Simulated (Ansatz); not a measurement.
Worked example: self-consistent single point of HfC (I4mm, 2 atoms in the cell) in Ansatz (an electronic-structure program).

Computed with LDA (PW92), default PAW files made with PBE (plane waves; Ansatz).

The change in words: lattice scaled by 0.98; basis.ecutwfc: 420 eV → 735 eV. Reference geometry:
```xyz
2
Lattice="0.0000 2.3316 2.3316 2.3316 0.0000 2.3316 2.3316 2.3316 0.0000" Properties=species:S:1:pos:R:3 pbc="T T T"
Hf     0.0000     0.0000     0.0500
C      2.3316     2.3316     2.3316
```

Reference input (self-consistent single point, DFT, LDA (PW92), plane waves, default PAW files made with PBE): basis.ecutwfc = 420 eV; kpoints.mp_grid.grid = 12 12 12; hamiltonian.xc = lda; hamiltonian.pseudopotentials = {kind: paw} (the program's default PAW files); scf.occupations.method = fermi_dirac; scf.occupations.width = 0.1 eV. This run's input differs from it in these lines:

Ansatz 0.2 input:
```diff
@@ -2,5 +2,5 @@
   lattice:
-    - [0.000000, 2.331600, 2.331600]
-    - [2.331600, 0.000000, 2.331600]
-    - [2.331600, 2.331600, 0.000000]
+    - [0.000000, 2.284968, 2.284968]
+    - [2.284968, 0.000000, 2.284968]
+    - [2.284968, 2.284968, 0.000000]
   atoms:
@@ -9,3 +9,3 @@
 basis:
-  ecutwfc: 420.0
+  ecutwfc: 735.0
 kpoints:
```

Output (repeated stretches shortened):

```
SCF iter   1: F=—  HF=-15721.881641 eV  |F-HF|=—  |Δ(HF+E_count)|=         —  Δρ=8.35e-3  dr2=1.91e-2  ethr=1.77e-3  ⟨swp⟩=4.1  Hψ=12170  notcnv=0
all-band conjugate gradients solve this SCF's bands
preconditioner: auto → Kerker (q_TF=auto, 2.834 Å⁻¹)
SCF iter   2: F=—  HF=-15721.877532 eV  |F-HF|=—  |Δ(HF+E_count)|=   4.11e-3  Δρ=3.74e-3  dr2=2.48e-3  ethr=6.36e-5  ⟨swp⟩=1.0  Hψ=4401  notcnv=0
SCF iter   3: F=—  HF=-15721.877111 eV  |F-HF|=—  |Δ(HF+E_count)|=   4.20e-4  Δρ=1.34e-3  dr2=2.54e-4  ethr=8.26e-6  ⟨swp⟩=2.0  Hψ=4811  notcnv=0
SCF iter   4: F=—  HF=-15721.876960 eV  |F-HF|=—  |Δ(HF+E_count)|=   1.51e-4  Δρ=7.99e-4  dr2=6.55e-5  ethr=8.47e-7  ⟨swp⟩=2.0  Hψ=5208  notcnv=0
SCF iter   5: F=—  HF=-15721.876950 eV  |F-HF|=—  |Δ(HF+E_count)|=   9.94e-6  Δρ=1.20e-4  dr2=1.56e-6  ethr=2.18e-7  ⟨swp⟩=2.4  Hψ=4896  notcnv=0
SCF iter   6: F=—  HF=-15721.876950 eV  |F-HF|=—  |Δ(HF+E_count)|=   1.21e-7  Δρ=2.58e-5  dr2=1.15e-7  ethr=5.19e-9  ⟨swp⟩=2.3  Hψ=5657  notcnv=0
SCF iter   7: F=-15721.876950 eV  HF=-15721.876950 eV  |F-HF|=1.56e-8  |Δ(HF+E_count)|=   2.63e-7  Δρ=7.06e-6  dr2=9.54e-9  ethr=3.33e-10  ⟨swp⟩=4.0  Hψ=10436  notcnv=0
SCF 1 converged in 7 iterations: F = -15721.876950 eV  dr2 = 9.54e-9
Free energy (F): -15721.876950 eV
Internal energy: -15721.867551 eV  (E = F + TS)
E sigma→0 (E₀):  -15721.872250 eV
Entropy (-TS):   -0.009399 eV (-4.699 meV/atom)
Fermi energy:    20.965960 eV
--- Forces (eV/Å), atoms counted from 1 ---
  atom   1  Hf     0.00000000     0.00000000    -0.43196082
  atom   2  C      0.00000000     0.00000000     0.43196961
--- Stress (GPa, compression-positive) ---
        0.423242       0.000000       0.000000
        0.000000       0.423242       0.000000
        0.000000       0.000000       1.314477
  P = ⅓ Tr σ = 0.7203 GPa (7.203 kbar)
  The stress holds the Pulay correction. Without it, at fixed plane waves, as pw.x and ABINIT print it: P = 0.7122 GPa
```

The run converged in 7 iterations. Against the reference run the free energy goes down by 33.9 meV/atom, the pressure goes from -13.44 to 0.72 GPa and the largest force goes from 0.340 to 0.432 eV/Å.

The starting cell has typed, rounded lattice constants, without a prior relaxation at this level. Its lattice was rescaled by up to half a per cent. One atom was moved a little off its site on purpose. For this run, on top of that: lattice scaled by 0.98. Ansatz's pressure includes its estimate of the finite-basis (Pulay) stress.
